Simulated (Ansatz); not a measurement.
The parent structure is Eu in the bcc (W type) structure (space group Im-3m, No. 229; a = 4.2330 Å; ferromagnetic).

Structures relaxed with Ansatz (a quantum-chemistry and plane-wave program), PBEsol, PAW, cutoff 420 eV, no SOC, earlier PAW set.

Base:

Simulated powder pattern, Cu Kα1, λ = 1.54056 Å (kinematic, ideal powder, no thermal factors, no anomalous dispersion; the 10 strongest lines at most, above 2 %, up to 2θ = 90°):

```json
[
 {"2θ (°)": "29.83", "I/Imax (%)": "100", "hkl": "(110)"},
 {"2θ (°)": "42.69", "I/Imax (%)": "19", "hkl": "(200)"},
 {"2θ (°)": "52.94", "I/Imax (%)": "40", "hkl": "(211)"},
 {"2θ (°)": "61.95", "I/Imax (%)": "12", "hkl": "(220)"},
 {"2θ (°)": "70.26", "I/Imax (%)": "17", "hkl": "(310)"},
 {"2θ (°)": "78.15", "I/Imax (%)": "4.3", "hkl": "(222)"},
 {"2θ (°)": "85.82", "I/Imax (%)": "21", "hkl": "(321)"}
]
```

After one change:

Simulated powder pattern, Cu Kα1, λ = 1.54056 Å (kinematic, ideal powder, no thermal factors, no anomalous dispersion; the 10 strongest lines at most, above 2 %, up to 2θ = 90°):

| 2θ (°) | I/Imax (%) |
|---|---|
| 30.01 | 100 |
| 42.95 | 19 |
| 53.28 | 40 |
| 62.37 | 12 |
| 70.75 | 17 |
| 78.72 | 4.3 |
| 86.47 | 21 |

### Question
Which change produced these results?
(A) pressure 0.3 GPa
(B) pressure 1.5 GPa
(C) pressure −1 GPa
(D) pressure 3 GPa

### Answer
A, pressure 0.3 GPa. Its volume per atom is 37.25 Å³ against 37.92 Å³, and its space group is Im-3m (No. 229).

The magnetic state is the one reached from the starting moments; the real material's order can differ, and small cells can't hold many antiferromagnetic ones. The state of the 4f shell was not checked for lower solutions. Load acts through the strain it causes; cell and atoms are relaxed under it. No phonon test of stability was made.
